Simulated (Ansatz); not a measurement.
Cells marked so need not be the phases stable at ambient conditions, and some may be hypothetical.

 Where the default PAW files enter, the runs use the earlier of Ansatz's two default sets.

The gap is the functional's own. No spin-orbit coupling. Mid-gap values are interpolated on the energy grid.

A. VAg3O4 (I-42m, not sure to be the ambient phase, 8 atoms a cell, 15.1 Å³ an atom, -2 GPa at this level), along the normal of (001)
B. Sr2CdWO6 (I4/m, not sure to be the ambient phase, 10 atoms a cell, 13.7 Å³ an atom, -2 GPa at this level), along the normal of (001)
C. Ca$_{4}$Sb$_{2}$O (I4/mmm, not sure to be the ambient phase, 7 atoms a cell, 25.7 Å³ an atom, -2 GPa at this level), along the normal of (101)

Put the candidates in order of mid-gap decay constant of the slowest evanescent state, lowest first, for PBEsol (Ansatz, a quantum-chemistry and plane-wave program).

C (0.09 1/Å), A (0.17 1/Å), B (0.34 1/Å)
